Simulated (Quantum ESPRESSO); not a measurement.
# Habitual settings against a tight run: Sr₂Mg (I4/mcm, 6 atoms in the cell)

Self-consistent single point.

```xyz
6
Lattice="-4.4199 4.4199 3.6146 4.4199 -4.4199 3.6146 4.4199 4.4199 -3.6146" Properties=species:S:1:pos:R:3 pbc="T T T"
Sr     2.9508     1.4691     3.6146
Sr     1.4691     2.9508     0.0000
Sr    -1.4691     2.9508     3.6146
Sr     5.8890     1.4691     0.0000
Mg     0.0000     0.0000     1.8073
Mg     0.0000     0.0000     5.4219
```

Method: PBEsol, GBRV 1.5 ultrasoft (PBESOL) pseudopotentials (plane waves; Quantum ESPRESSO 7.5).

Base settings: ecutwfc = 40 Ry; ecutrho = 200 Ry; occupations = smearing; smearing = fd; degauss = 0.0073499 Ry; potentials = {Sr: sr_pbesol_v1.uspp.F.UPF, Mg: mg_pbesol_v1.4.uspp.F.UPF}; K_POINTS = automatic 5 5 5 0 0 0; conv_thr = 1e-09 Ry; mixing_beta = 0.7.

Tight run (finer mesh or higher cutoff; not a proven limit): ecutwfc: 40 Ry → 56 Ry; ecutrho: 200 Ry → 280 Ry; conv_thr: 1e-09 Ry → 7.3e-11 Ry; K_POINTS: automatic 5 5 5 0 0 0 → automatic 7 7 7 0 0 0. It gave Fermi level (on the code's own zero) 4.61 eV; pressure -1.44 GPa; largest force (vector length) 0.043 eV/Å.

Quick runs, as changes from the base:
- A: the base itself
- B: ecutwfc: 40 Ry → 28 Ry; ecutrho: 200 Ry → 140 Ry; smearing: fd → mp; degauss: 0.0073499 Ry → 0.0099958 Ry; K_POINTS: automatic 5 5 5 0 0 0 → automatic 4 4 4 1 1 1
- C: ecutwfc: 40 Ry → 24 Ry; ecutrho: 200 Ry → 120 Ry; smearing: fd → mp; degauss: 0.0073499 Ry → 0.036749 Ry; K_POINTS: automatic 5 5 5 0 0 0 → automatic 1 1 1 0 0 0
- D: ecutwfc: 40 Ry → 24 Ry; ecutrho: 200 Ry → 120 Ry; pseudopotentials: {Sr: sr_pbesol_v1.uspp.F.UPF, Mg: mg_pbesol_v1.4.uspp.F.UPF} → {Sr: sr_lda_v1.uspp.F.UPF, Mg: mg_lda_v1.4.uspp.F.UPF}; K_POINTS: automatic 5 5 5 0 0 0 → automatic 6 6 6 0 0 0 [LDA (PZ)]
- E: ecutwfc: 40 Ry → 20 Ry; ecutrho: 200 Ry → 100 Ry; conv_thr: 1e-09 Ry → 7.3e-06 Ry; pseudopotentials: {Sr: sr_pbesol_v1.uspp.F.UPF, Mg: mg_pbesol_v1.4.uspp.F.UPF} → {Sr: sr_lda_v1.uspp.F.UPF, Mg: mg_lda_v1.4.uspp.F.UPF}; K_POINTS: automatic 5 5 5 0 0 0 → automatic 4 4 4 1 1 1 [LDA (PZ)]

Energies are extrapolated to zero smearing width, which holds to low order in the width alone (under cold and Methfessel-Paxton smearing the free energy itself is taken).

Dashes: energy of D, E, another energy zero.

† marks runs with another functional, U, potentials or spin treatment: their distance from the tight run is not a convergence error alone.

The count of work is k-points × plane waves × bands × iterations; it is no time. Core times come from one kind of shared machine and are given to one figure; runs under 30 s give none.

The starting cell comes from a database of computed structures (which also holds hypothetical and non-ambient phases and stackings), without a prior relaxation at this level. Its lattice was rescaled by a random factor within 2.5 % of one.

```csv
run,energy less tight (meV/atom),pressure less tight (GPa),largest miss in a force vector (eV/Å),count of work / tight,core time / tight (rough)
A,4.2,-0.02,0.005,0.25,0.2
B,120.0,-2.83,0.009,0.088,0.10
C,1173.3,-10.78,0.153,0.0083,0.03
D†,–,-10.94,0.017,0.21,0.2
E†,–,-33.43,0.034,0.041,0.04
```

Among the runs at the tight run's level, the energy misses run from 4.2 to 1173.3 meV/atom.

Left out of this page: 1 run of the series outside the window shown, repeating another row's setting, or not comparable.
